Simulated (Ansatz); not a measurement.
Ge on the N site in metastable zinc-blende GaN: one set of geometries, relaxed with PBE, evaluated in Ansatz (PAW, plane waves to 420 eV, 500 eV under r2SCAN) with PBE, r2SCAN.

Details: 64-site cell; 2×2×2 shifted k-points; start: the N site; charged states image-corrected; not converged in cell size.

```tsv
quantity	PBE	r2SCAN
host gap (eV)	1.54	(withheld)
ε(0/−1) above the VBM (eV)	1.21	(withheld)
neutral formation energy against germanium, N2 molecule in a box (eV)	5.42	(withheld)
largest moment on one atom at charge 0 (μB)	0.14	(withheld)
```

Q: Given the lower rungs, what does r2SCAN give?

A: 
- host gap (eV), r2SCAN: 1.94
- ε(0/−1) above the VBM (eV), r2SCAN: 1.33
- neutral formation energy against germanium, N2 molecule in a box (eV), r2SCAN: 5.42
- largest moment on one atom at charge 0 (μB), r2SCAN: 0.15

Ansatz is a first-principles code.
